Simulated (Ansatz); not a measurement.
**A constructed model of the (110) surface of bcc W, a cell of two sites (a+b, b-a) surface alloy, Ge on one W site of the top plane (bottom of the slab: a bare face, its two planes held)**

These are PBE (plane waves to 420 eV, PAW; Ansatz, an electronic-structure program) values and carry that method's errors.

Slab: 12 atoms, 11.1 Å thick at the start with caps and adatoms (thin: gaps and levels are the slab's own); k 12x8x1, smearing 0.1 eV, dipole-corrected; 4 atoms held, the rest relaxed; held to the start's symmetry, so lower structures may exist; no spin, no spin-orbit, no U. It is one candidate, not shown to be the stable structure of the face.

```yaml
work_function_of_the_top_face: 4.26 eV
energy_released_by_relaxation: 0.077 eV
cost: around 7 core-minutes (rough)
```
